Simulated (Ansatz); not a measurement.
The starting structures come from a database of crystals and need not be the phases stable at ambient conditions.

 Where the default PAW files enter, the runs use the earlier of Ansatz's two default sets.

The decay constant κ of evanescent states in the gap governs leakage through a thin film.

Consider the following.

```
CELL_PARAMETERS angstrom
      7.40294     0.00000     0.00000
     -3.70147     6.41113     0.00000
      0.00000     0.00000     3.69220
ATOMIC_POSITIONS crystal
  W  0.50000 0.00000 0.00000
  W  0.50000 0.50000 0.00000
  W  0.00000 0.50000 0.00000
  O  0.57154 0.78577 0.00000
  O  0.42846 0.21423 0.00000
  O  0.78577 0.57154 0.00000
  O  0.21423 0.42846 0.00000
  O  0.21423 0.78577 0.00000
  O  0.78577 0.21423 0.00000
  O  0.50000 0.50000 0.50000
  O  0.00000 0.50000 0.50000
  O  0.50000 0.00000 0.50000
```

Space group of this cell: P6/mmm. The cell is strained (lengths along the current scaled by 0.97, ions clamped); by PBEsol its mean pressure is 6.3 GPa.

Transport runs along the normal of the first two printed cell vectors, the (001) (indices of the unstrained crystal) plane of the conventional cell.

No gap correction and no spin-orbit coupling; mid-gap values are interpolated between computed energies.

Task: State the band gap and the smallest decay constant κ at mid-gap according to PBEsol (Ansatz, a first-principles code).

Result: Gap 0.68 eV on a 6×6×8 mesh; κ = 0.110 1/Å, at the zone centre.
